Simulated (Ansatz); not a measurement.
Ansatz (an electronic-structure program) run on MgSc (Pm-3m, 2 atoms in the cell): relaxation of cell and atoms.

Method of the run: PBEsol, default PAW files made with PBE (plane waves; Ansatz).

The change in words: atoms on their sites; basis.ecutwfc: 30.9 Ry → 37.1 Ry; relax: default → cell and atoms. Reference geometry:
```
MgSc
1.0
    3.61443     0.00000     0.00000
    0.00000     3.61443     0.00000
    0.00000     0.00000     3.61443
Mg Sc
1 1
Direct
  0.00000   0.00000   0.01383
  0.50000   0.50000   0.50000
```

Reference input (self-consistent single point, DFT, PBEsol, plane waves, default PAW files made with PBE): basis.ecutwfc = 30.9 Ry; kpoints.mp_grid.grid = 9 9 9; hamiltonian.xc = pbesol; hamiltonian.pseudopotentials = {kind: paw} (the program's default PAW files); scf.occupations.method = gaussian; scf.occupations.width = 0.0073 Ry. This run's input differs from it in these lines:

Ansatz 0.2 input:
```diff
@@ -6,6 +6,6 @@
   atoms:
-    - { symbol: Mg, position_ang: [0.000000, 0.000000, 0.049998] }
+    - { symbol: Mg, position_ang: [0.000000, 0.000000, 0.000000] }
     - { symbol: Sc, position_ang: [1.807216, 1.807216, 1.807216] }
 basis:
-  ecutwfc: 30.9 Ry
+  ecutwfc: 37.1 Ry
 kpoints:
@@ -21,2 +21,4 @@
     width: 0.0073 Ry
+relax:
+  cell: {}
 output:
```

Output, abridged:

```
   [... SCF lines of the steps left out ...]
relax step   1: F+E_penalty+E_count = -4023.47585908 eV  Δ(F+E_penalty+E_count) = +0.000e0 eV  max|allowed force component| = 4.306e-30 eV/Å  Δτ_max = 0.0000 Å  P = -2.086 GPa  Ω = 47.219 Å³  (6 SCF iters, dr2 threshold 1.00e-7 eV, accepted)
relax step   2: F+E_penalty+E_count = -4023.48942554 eV  Δ(F+E_penalty+E_count) = -1.357e-2 eV  max|allowed force component| = 1.145e-29 eV/Å  Δτ_max = 0.0000 Å  P = +0.191 GPa  Ω = 45.030 Å³  energy of the carried Pulay correction = +4.046e-5 eV  [...]
relax step   3: F+E_penalty+E_count = -4023.48952044 eV  Δ(F+E_penalty+E_count) = -9.490e-5 eV  max|allowed force component| = 3.139e-30 eV/Å  Δτ_max = 0.0000 Å  P = -0.011 GPa  Ω = 45.206 Å³  energy of the carried Pulay correction = +3.714e-5 eV  [...]
relax step   4: F+E_penalty+E_count = -4023.48948455 eV  Δ(F+E_penalty+E_count) = +3.590e-5 eV  max|allowed force component| = 5.259e-30 eV/Å  Δτ_max = 0.0000 Å  P = -0.011 GPa  Ω = 45.206 Å³  stress off target by 1.14e-2 GPa  SCF on the basis [...]
basis re-selected at this cell: Δ(F+E_penalty+E_count) = +3.590e-5 eV, ΔP = -0.000 GPa vs the last step
the relaxation is at rest under the 48 symmetry operations that the run kept from its start: a minimum is not shown …
Stability not checked: this state was not tested for a lower state beside it, because too few of the mixer's solves of this state at the end of the SCF gave a …
Free energy (F): -4023.489485 eV
Internal energy: -4023.476952 eV  (E = F + TS)
   [... lines left out ...]
Fermi energy:    7.787753 eV
   [... lines left out ...]
to start a new deck from the relaxed geometry:
  cell:  # Å, volume = 45.2063 Å³
    - [3.5623197626674825, -6.479951792052887e-34, 6.098778157226247e-34]
    - [-7.121928440181966e-34, 3.5623197626674825, 0.0]
    - [3.5308715647099323e-34, 0.0, 3.5623197626674825]
  atoms:
    - { symbol: Mg, position: [-1.110092554196768e-36, 4.1628470781924465e-37, 2.775231385461631e-37] }
    - { symbol: Sc, position: [0.5, 0.5, 0.5] }
```

The run converged.  The full log also holds: “iter 5 did not close the SCF: its close was put off for the readings that it lacked (scf_convergence_deferred on its scf_iter line)”. The full log also holds: “iter 3 did not close the SCF: its close was put off for the readings that it lacked (scf_convergence_deferred on its scf_iter line)”.

Summary of the result:
- Free energy E − TS (on the zero of these files) = -4023.4895 eV
- Fermi level (on the code's own zero) = 7.79 eV
- Pressure = -0.01 GPa
- Final cell = a = 3.5623 Å, b = 3.5623 Å, c = 3.5623 Å, α = 90.00°, β = 90.00°, γ = 90.00°
- Final volume per atom = 22.60 Å³
- Relaxation steps = 4

The starting cell comes from a database of computed structures (which also holds hypothetical and non-ambient phases and stackings), without a prior relaxation at this level. Its lattice was rescaled by up to half a per cent. The relaxation keeps the symmetry of its start, so its end need not be a minimum. Ansatz's pressure includes its estimate of the finite-basis (Pulay) stress.
